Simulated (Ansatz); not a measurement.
Ni on the 1x1 (110) surface of 3C silicon carbide (cut with top plane C + Si), one in a 2x2 cell, energies for each (54.3 Å²). Energies are against an atom of fcc Ni, ferromagnetic, without zero-point or thermal terms; each row is named by its start.

Host crystal: 3C silicon carbide, with a band gap (PBE, scalar-relativistic without spin-orbit coupling).

All values below come from PBE (plane waves to 420 eV, PAW; Ansatz, an electronic-structure program).

Slab: 49 atoms, 7.7 Å thick at the start under the adsorbate (thin: gaps and levels are the slab's own); k 3x3x1, smearing 0.01 eV, dipole-corrected; 24 atoms held, the rest relaxed; each run with such symmetry as its start has; spin-polarised, no spin-orbit, no U, no dispersion correction.

A negative adsorption energy means that the adsorbate is more stable on the surface than in its reference. Starts that drift may end in the same place. Heights count from the host atoms within 0.3 Å of the top one. Moments of ungapped slabs depend on the mesh.

```tsv
starting site	E_ads (eV)	height (Å)	nearest host atom (Å)	bonded to	change of the vacuum step (eV)	lateral drift (Å)	moment (μB)
top C	1.11	1.63	C 1.85	C + 2 Si	-1.02	0.9	0.0
top Si	0.99	1.02	C 2.07	2 C + 2 Si	-0.76	2.0	0.5
over Si at depth 1.5 Å	0.55	0.88	C 2.01	C + 3 Si	-0.39	0.9	0.0
over C at depth 1.5 Å	0.99	1.05	C 2.07	2 C + 2 Si	-0.76	1.0	0.5
hollow beside Si	0.99	1.02	C 2.07	2 C + 2 Si	-0.75	1.2	0.5
hollow C-C-Si-Si	0.99	1.02	C 2.07	2 C + 2 Si	-0.76	0.2	0.5
bridge C-Si (span 3.9 Å)	0.55	0.88	C 2.01	C + 3 Si	-0.39	0.8	0.0
```
